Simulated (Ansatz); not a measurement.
Ansatz (a first-principles code), DFT, PBE, plane waves, its default PAW files: Al(100) slab of 8 layers, 2x2, N adatom, atoms displaced (Al32N), unrelaxed, 33 atoms. Basis and mesh were picked for this test and aren't claimed converged.

```json
{
 "cell": "5.73, 5.73, 25.77 Å; 90, 90, 90°",
 "distance_to_the_nearest_atom": "2.06 to 2.85 Å",
 "task": "single point",
 "k mesh": "4×4×1",
 "hamiltonian.xc": "pbe",
 "kind_of_files": "paw",
 "scf.occupations.method": "fermi_dirac",
 "scf.occupations.width": "0.2 eV",
 "output.forces": "true",
 "binding of workers (--pin)": "off",
 "k-point pools (--kpoint-pools)": "1",
 "memory maximum (--max-ram)": "8GiB",
 "accuracy": "medium (default)",
 "basis.precision": "auto (default)",
 "basis.xc_grid": "2 (default)",
 "scf.eigensolver.kind": "auto (default)",
 "scf.convergence.dr2_threshold": "1e-07 (default)",
 "scf.lower_state_search": "light (default)",
 "k-points after symmetry": "10",
 "bands_at_the_start": "90",
 "electrons": "101",
 "plane waves at Γ": "16611",
 "cutoff (eV)": "420",
 "FFT grid": "40×40×180",
 "symmetry_operations": "1"
}
```

Settings of this run: scf.mixing.algorithm = auto, scf.mixing.preconditioner = kerker, scf.algorithm = auto; 4 threads.

| iteration | dr2 (eV) | Hψ |
|---|---|---|
| 1 | 4.34e1 | 5144 |
| 2 | 7.08e0 | 1655 |
| 3 | 5.54e0 | 1388 |
| 4 | 1.12e-1 | 992 |
| 5 | 7.39e-2 | 921 |
| 6 | 2.44e-2 | 914 |
| 7 | 1.00e-2 | 1125 |
| 8 | 2.29e-3 | 974 |
| 9 | 1.59e-3 | 1195 |
| 10 | 1.32e-3 | 1109 |
| 11 | 1.36e-4 | 1154 |
| 12 | 3.95e-4 | 1251 |
| 13 | 1.17e-4 | 988 |
| 14 | 2.62e-5 | 1109 |
| 15 | 1.69e-5 | 1452 |
| 16 | 6.45e-6 | 1159 |
| 17 | 1.40e-6 | 1281 |
| 18 | 2.88e-6 | 1854 |
| 19 | 3.71e-7 | 1615 |
| 20 | 1.69e-7 | 1256 |
| 21 | 9.36e-9 | 2625 |

It converged after 21 SCF iterations.

The cycle is slow. Which setting should be changed?

One answer among several that fit: scf.mixing.preconditioner = auto (default) (7 SCF iterations) or scf.mixing.preconditioner = ldos (7 SCF iterations), all else kept. The other changes of this size gave: scf.mixing.preconditioner = local_kerker (16); scf.mixing.preconditioner = none (19); scf.mixing.preconditioner = kerker_dos (20); scf.mixing.algorithm = broyden (23). In that run the program took: scf.mixing.algorithm MSR1, scf.mixing.preconditioner LDOS, scf.eigensolver.kind band_cg, --slots 4. The first change moves the result by: energy under 0.001 meV/atom, forces (largest component) 0.043 meV/Å. Counts are of single runs.

Keys are those of Ansatz 0.2.
